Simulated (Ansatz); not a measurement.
Start from ZnSe in the zinc blende structure (space group F-43m, No. 216).

Space group F-43m (No. 216); a = b = c = 5.7330 Å, α = β = γ = 90.00°

```tsv
atom	site	symmetry	x	y	z
Se	4c	-43m	0.2500	0.2500	0.2500
Zn	4a	-43m	0.0000	0.0000	0.0000
```
(The calculation used a cell of 2 atoms; values per cell refer to that cell.)

Level of theory: PBE (Ansatz, a program for electronic structure), scalar-relativistic without spin-orbit coupling.

Modification: Cd takes the place of Zn on all its sites; the structure is relaxed again.

Measured band gap: ZnSe 2.87 eV (static lattice; corrected from measurement; as listed in Wei Chen et al., Physical Review Materials (2018)); CdSe 1.77 eV (0 K or low temperature; as listed in arXiv:1206.3780).

Measured lattice parameter a: ZnSe 5.6676 Å (room temperature; as listed in Martin Albrecht, Beate Paulus, Hermann Stoll, Phys. Rev. B (1997)); CdSe 6.077 Å (room temperature; as listed in arXiv:1206.3780).

Q: How well does PBE reproduce the measured shift?

A: With PBE the band gap moves by -0.66 eV (1.15 → 0.49) against -1.10 eV measured; the lattice parameter a moves by +0.463 Å (5.733 → 6.196) against +0.409 Å measured. The two measured values stand on different bases (one corrected, one not), which blurs small differences.

Whether these cells are dynamically stable was not tested.
